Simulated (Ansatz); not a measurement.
Here is the system:

```xyz
2
Lattice="0.0000 2.8297 2.8297 2.8297 0.0000 2.8297 2.8297 2.8297 0.0000" Properties=species:S:1:pos:R:3 pbc="T T T"
As     4.2445     4.2445     4.2445
Ga     0.0000     0.0000     0.0000
```

A single point on InAs with a change (In → Ga), its geometry relaxed with PBEsol.

Level of theory: PBEsol (Ansatz, an electronic-structure program), noncollinear with spin-orbit coupling, earlier PAW set. Settings: 10×10×10 k-points, 0.05 eV Fermi–Dirac smearing.

Question: What gap character does the calculation give?

Answer: Direct at Γ.

Question: Predict the band gap.

Answer: 0.31 eV.

Question: What is the computed hole mass (degenerate bands, along [100])?

Answer: 0.028, 0.32 mₑ (at Γ).

Question: Estimate the valence-band top at Γ (three highest Kramers pairs, from the VBM).

Answer: 0.00, 0.00, -0.34 eV.

Single points use the geometry relaxed with PBEsol. Masses are band curvatures over ±0.01 Å⁻¹ around the edge. Stability against distortions was not tested. The cell was made from InAs by this change: In → Ga.
